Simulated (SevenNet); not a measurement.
**CsCl-type CuZn**

Method: the machine-learned potential SevenNet-l3i5 (trained on PBE and PBE+U data).

Cell: relaxed at this level.

```
Quantity                    Result
-------------------  -------------
lattice parameter a        2.960 Å
volume per atom      12.96 Å³/atom
```

Measured, for comparison: lattice constant a 2.958 Å, equilibrium volume per atom 12.93 Å³/atom (temperature not stated, not corrected to a static lattice; as tabulated in First-Principles Study on the Electrical and Thermal Conductivities of Cu–Zn …). Computed (rounded) less measured: lattice constant a +0.1 %, equilibrium volume per atom +0.2 %.

A machine-learned potential is trained on density-functional data: it inherits that level's misses and adds fitting errors of its own.

Note: the model gives imaginary modes for this phase (in the spectrum interpolated from a supercell); the model's elastic tensor is not positive definite here.
